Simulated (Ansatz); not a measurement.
Results of PBEsol (PAW; Ansatz, a quantum-chemistry and plane-wave program) for InGaP₂ (R3m, No. 160, 4 atoms in the cell; start mp-1223642).

Run with plane-wave cutoff 520 eV, 10×10×10 k mesh, Fermi–Dirac smearing 0.01 eV, scalar-relativistic PAW data made under PBE.

Cell (relaxed at this level):

```
GaInP2
1.0
    1.99944     1.15438     6.56147
   -1.99944     1.15438     6.56147
    0.00000    -2.30876     6.56147
In Ga P
1 1 2
Direct
  0.49929   0.49929   0.49929
  0.99994   0.99994   0.99994
  0.88064   0.88064   0.88064
  0.37014   0.37014   0.37014
```

Task: Estimate the band gap that the calculation returns.

Result: 
* **band gap**: 0.66 eV

Spin–orbit coupling is not included.

The computed numbers hold no vibrational or temperature effects.

Cost on a shared machine: around 60 core-seconds (rough).

A start named mp-… is a Materials Project structure, which need not be a measured phase.
